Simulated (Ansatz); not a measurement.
Take WSi2 (space group I4/mmm, No. 139; a = 3.185 Å, c = 7.773 Å; relaxed with 0.1 eV smearing) as the base. Axes: x, y, z lie along a, b, c of the conventional cell.

Computed with DFT with LDA, PAW potentials and a 420 eV plane-wave cutoff in Ansatz (a first-principles code), no spin-orbit coupling.

Strains are applied to the cell and any free atomic positions relax.

One change was made to it. Results:

| quantity | base | after |
|---|---|---|
| energy relative to the base (free energy F) | 0 meV/atom | +0.6 meV/atom |
| pressure (mean of the normal stresses, compression positive) | 0.0 GPa | -1.3 GPa |

Which of these changes matches the shifts?
(A) uniaxial strain ε_zz = +0.50 %
(B) uniaxial strain ε_zz = +3.00 %
(C) uniaxial strain ε_zz = −2.50 %

A, uniaxial strain ε_zz = +0.50 %. For comparison, the energy relative to the base in the other runs: uniaxial strain ε_zz = −2.50 % gives +16 meV/atom; uniaxial strain ε_zz = +3.00 % gives +19 meV/atom.

No phonon test of stability was made. The final runs are not spin-polarised.
